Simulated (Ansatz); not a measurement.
A self-consistent single point of K (Im-3m, 1 atom in the cell) with Ansatz (a program for electronic structure).

Level of theory: PBE (plane waves, PAW; Ansatz).

The change in words: lattice scaled by 0.98; kpoints.mp_grid.grid: 9 9 9 → 17 17 17. Reference geometry:
```yaml
crystal:
  lattice:
    - [-2.65320, 2.65320, 2.65320]
    - [2.65320, -2.65320, 2.65320]
    - [2.65320, 2.65320, -2.65320]
  atoms:
    - { symbol: K, position: [0.00000, 0.00000, 0.00000] }
```

Reference input (self-consistent single point, DFT, PBE, plane waves, default PAW files): basis.ecutwfc = 420 eV; kpoints.mp_grid.grid = 9 9 9; hamiltonian.xc = pbe; hamiltonian.pseudopotentials = {kind: paw} (the program's default PAW files); scf.occupations.method = fermi_dirac; scf.occupations.width = 0.1 eV. This run's input differs from it in these lines:

Ansatz 0.2 input:
```diff
@@ -2,5 +2,5 @@
   lattice:
-    - [-2.65320000, 2.65320000, 2.65320000]
-    - [2.65320000, -2.65320000, 2.65320000]
-    - [2.65320000, 2.65320000, -2.65320000]
+    - [-2.60013600, 2.60013600, 2.60013600]
+    - [2.60013600, -2.60013600, 2.60013600]
+    - [2.60013600, 2.60013600, -2.60013600]
   atoms:
@@ -10,3 +10,3 @@
 kpoints:
-  mp_grid: { grid: [9, 9, 9] }
+  mp_grid: { grid: [17, 17, 17] }
 hamiltonian:
```

The program printed (abridged):

```
SCF iter   1: F=—  HF=-1537.794773 eV  |F-HF|=—  |Δ(HF+E_count)|=         —  Δρ=2.86e-4  dr2=3.05e-5  ethr=1.77e-3  ⟨swp⟩=5.1  Hψ=10820  notcnv=0
all-band conjugate gradients solve this SCF's bands
preconditioner: auto → Kerker (q_TF=auto, 1.937 Å⁻¹)
SCF iter   2: F=—  HF=-1537.794571 eV  |F-HF|=—  |Δ(HF+E_count)|=   2.02e-4  Δρ=2.31e-4  dr2=3.74e-5  ethr=3.39e-7  ⟨swp⟩=2.5  Hψ=3786  notcnv=0
SCF iter   3: F=—  HF=-1537.794623 eV  |F-HF|=—  |Δ(HF+E_count)|=   5.12e-5  Δρ=8.05e-5  dr2=5.65e-6  ethr=3.39e-7  ⟨swp⟩=2.0  Hψ=2075  notcnv=0
SCF iter   4: F=—  HF=-1537.794636 eV  |F-HF|=—  |Δ(HF+E_count)|=   1.35e-5  Δρ=3.73e-5  dr2=8.42e-7  ethr=6.27e-8  ⟨swp⟩=2.7  Hψ=2323  notcnv=0
SCF iter   5: F=—  HF=-1537.794637 eV  |F-HF|=—  |Δ(HF+E_count)|=   7.92e-7  Δρ=1.60e-5  dr2=1.44e-7  ethr=9.35e-9  ⟨swp⟩=1.6  Hψ=1585  notcnv=0
SCF iter   6: F=-1537.794637 eV  HF=-1537.794637 eV  |F-HF|=3.79e-9  |Δ(HF+E_count)|=   1.57e-8  Δρ=3.12e-6  dr2=6.51e-9  ethr=1.11e-9  ⟨swp⟩=4.3  Hψ=6009  notcnv=0
SCF 1 converged in 6 iterations: F = -1537.794637 eV  dr2 = 6.51e-9
Free energy (F): -1537.794637 eV
Internal energy: -1537.769365 eV  (E = F + TS)
E sigma→0 (E₀):  -1537.782001 eV
Entropy (-TS):   -0.025272 eV (-25.272 meV/atom)
Fermi energy:    1.952659 eV
--- Forces (eV/Å), atoms counted from 1 ---
  atom   1  K     -0.00000000     0.00000000    -0.00000000
--- Stress (GPa, compression-positive) ---
        0.195883      -0.000000      -0.000000
       -0.000000       0.195883       0.000000
        0.000000      -0.000000       0.195883
  P = ⅓ Tr σ = 0.1959 GPa (1.959 kbar)
  The stress holds the Pulay correction. Without it, at fixed plane waves, as pw.x and ABINIT print it: P = 0.1955 GPa
```

The run converged in 6 iterations. Against the reference run the free energy goes up by 3.5 meV/atom and the pressure goes from -0.04 to 0.20 GPa.

The starting cell has typed, rounded lattice constants, without a prior relaxation at this level. Its lattice was rescaled by up to half a per cent. For this run, on top of that: lattice scaled by 0.98. Ansatz's pressure includes its estimate of the finite-basis (Pulay) stress.
